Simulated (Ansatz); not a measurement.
## Mo: energy against volume

Mo (bcc, Im-3m, 15.788 Å³/atom and stress up to 0.01 GPa in the relaxed cell, cube axes along x, y and z) under hydrostatic pressure, with the cell free. PBE in Ansatz, a plane-wave DFT program (PAW, default set), 420 eV, 21×21×21 Γ-centred mesh, Fermi-Dirac smearing 0.05 eV.

Here V stands for volume and E for E less E0.

| volume (Å³/atom) | E less E0 (meV/atom) | pressure (GPa) |
|---|---|---|
| 15.9131 | 0.81 | -2.01 |
| 15.8503 | 0.21 | -1.01 |
| 15.7883 | 0.00 | 0.00 |
| 15.7344 | 0.14 | 0.89 |
| 15.6639 | 0.78 | 2.08 |
| 15.5258 | 3.58 | 4.50 |
| 15.2845 | 13.65 | 9.01 |
| 14.9905 | 35.49 | 15.02 |
| 14.3639 | ? | ? |

Fit E of the 8 rows that show it with the third-order Birch-Murnaghan form, a cubic in V^(-2/3). With u = V^(-2/3) - 0.1602, the rows have u = -0.0021370, -0.0017198, -0.0013052, -0.0009425, -0.0004650, 0.0004808, 0.0021675, 0.0042836. Least squares gives E = 1.902 + 2944.7·u + 1140404·u² + 614984·u³. Residuals (row less fit): -0.001, 0.002, 0.000, 0.001, 0.001, -0.002, 0.001, 0.000; standard error 0.002 (degrees of freedom: 4). Its minimum lies at u = -0.0012924, so V0 = (0.1589076)^(-3/2) = 15.79. There d²E/du² = 2276000 and d³E/du³ = 3690000, so B0 = (4/9) × 15.79^(-7/3) × 2276000 × 0.160218 = 259 GPa (the last factor turns the table's units into GPa), and B0' = 4 + (2/3) × 0.1589076 × (3690000)/2276000 = 4.2. B0' rests on the cubic coefficient alone and has a standard error of 0.1 from these residuals.

Question: What does the fit predict for E at V = 14.3639, and how far is the calculated value from it?

Answer: u = 0.0090330, so E = 1.902 + 2944.7 × 0.0090330 + 1140404 × 0.0090330² + 614984 × 0.0090330³ = 122.006 meV/atom. The calculation gives 122.29 meV/atom, 0.284 meV/atom above the prediction (0.2 % of the range of E in the table). The row lies outside the fitted rows, so this is an extrapolation. The scatter of the fitted rows lies at the last printed digit.

In a metal these values are sensitive to mesh and smearing; energies are taken to zero smearing, stresses follow the free energy. Other structures, which can take over under pressure, weren't tried. The same form fitted to the pressure column gives B0' = 4.3; series where the two differ by over 0.4 aren't shown. Rows are the converged runs of the series near zero and its far end, less any whose ions stayed unrelaxed beside relaxed ones; series whose fitted rows scatter by over a few per cent of the range, as at a crossing or softening among them, aren't shown in this form.
